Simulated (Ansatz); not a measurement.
Given:

```
CELL_PARAMETERS angstrom
      0.02351     2.06226     2.06226
      2.06226     0.02351     2.06226
      2.08577     2.08577     0.00000
ATOMIC_POSITIONS crystal
  Au 0.00000 0.00000 0.00000
```

No spin polarisation.

Computed with r2SCAN (Ansatz, an electronic-structure program, PAW, no SOC). Settings: 27×27×27 k-points, 0.1 eV Fermi–Dirac smearing.

Question: What band gap does the calculation give?

Answer: Zero.

Question: What is the computed stress (xx, yy, zz, yz, xz, xy; compression positive)?

Answer: (0.1, 0.1, 0.0, 0.0, 0.0, -0.5) GPa.

The cells carry an imposed strain or load. No phonon test of stability was made. The cell was made from Au in the fcc (Cu type) structure (space group Fm-3m, No. 225) by this change: tensor shear ε_xy = +1.14 %.
